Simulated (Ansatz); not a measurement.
The reference is ZrS2 in the fluorite structure (space group Fm-3m, No. 225; a = 6.2631 Å; a hypothetical phase, not in the database extracts checked). Axes: x, y, z lie along the cube axes.

(Cell as relaxed with PBE.)

Levels (all Ansatz, a quantum-chemistry and plane-wave program, PAW): PBE (420 eV, spin-orbit coupling left out); r2SCAN (500 eV, no SOC).

Each level relaxes its own structure.

```json
[
 {"base": "volume per atom", "PBE": "20.47 Å³", "r2SCAN": "20.41 Å³"},
 {"base": "lattice parameter a", "PBE": "6.263 Å", "r2SCAN": "6.256 Å"},
 {"base": "band gap", "PBE": "zero", "r2SCAN": "0.13 eV"}
]
```

One thing is altered: a free-standing slab of 6 layers (18 atoms, 3 a layer) is cut normal to [111], with 15 Å of vacuum and the in-plane cell held at bulk.

| quantity | PBE | r2SCAN |
|---|---|---|
| band gap | 0.27 eV | … |
| shortest interatomic distance | 2.575 Å | … |
| gap character | indirect, M → Γ | … |
| excess energy per area of both faces (slab less bulk energy over the cell's area: twice a surface energy) (uncertain by up to 0.2 J/m²) | 0.4 J/m² | … |

Question: What does r2SCAN give?

Answer: 
- band gap, r2SCAN: 0.54 eV
- shortest interatomic distance, r2SCAN: 2.579 Å
- gap character, r2SCAN: indirect, M → Γ
- excess energy per area of both faces (slab less bulk energy over the cell's area: twice a surface energy) (uncertain by up to 0.2 J/m²), r2SCAN: 0.6 J/m²

PBE's band gap lies 0.278 eV below r2SCAN's; PBE's shortest interatomic distance lies 0.004 Å below r2SCAN's (0.1 %); the two agree on the gap character. Neither level is exact; r2SCAN is the comparison here, not a measurement.

Slab and bulk use different k-meshes, which limits the precision of the excess energy. Whether these cells are dynamically stable was not tested. The final runs are not spin-polarised. The zero or small gap of ZrS2 can change with the level of theory. k-point labels follow each cell's own Brillouin zone.
